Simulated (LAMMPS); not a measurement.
Pressure dependence of HfO2 (fluorite) at 1830 K, from the crystal.

All values are model results, not measurements: classical MD, Buckingham potential of Lewis and Catlow, J. Phys. C 18, 1149 (1985), first set, used with rigid ions (no shells), PPPM sums, short-range terms cut at 10 Å, modified for these runs by an r^-4 repulsive force inside the short-range force's maximum; code LAMMPS.

```
P (GPa)                                state                  volume  coordination number of Hf by O
-------  -----------------------------------  ----------------------  ------------------------------
0        crystal; no diffusion seen in 21 ps  11.456 ± 0.002 Å³/atom         8.0 (counted to 3.34 Å)
2        crystal; no diffusion seen in 21 ps  11.363 ± 0.002 Å³/atom        8.00 (counted to 3.30 Å)
5        crystal; no diffusion seen in 21 ps  11.236 ± 0.001 Å³/atom         8.0 (counted to 3.34 Å)
```

Caution: the potential ionic pair potential lewis1985a is fitted to static crystal properties with a polarisable anion, which is rigid here.

Caution: in nature this polymorph isn't the stable one over the whole range of temperature at this pressure, and short runs keep a crystal in its starting form.

Caution: a run this short can hold a crystal over, or a liquid under, the potential's own melting point, which these runs don't give.

Estimate the isothermal bulk modulus at zero pressure. A parabola P(ln V) through the three points gives −dP/d ln V = 240 GPa at zero pressure.

States go by the mean squared displacement: a species diffuses where it passes 1.5 Å², still rises and gives D over 1e-6 cm²/s; a crystal has left its structure where atoms lie 0.35 Å off their sites on average or a cubic box changes its shape by 3 %, or the axial ratios of another lie 8 % off the starting cell's, which the potential's own relaxation can also do.

The ± values are statistical; the model's systematic error is not in them.
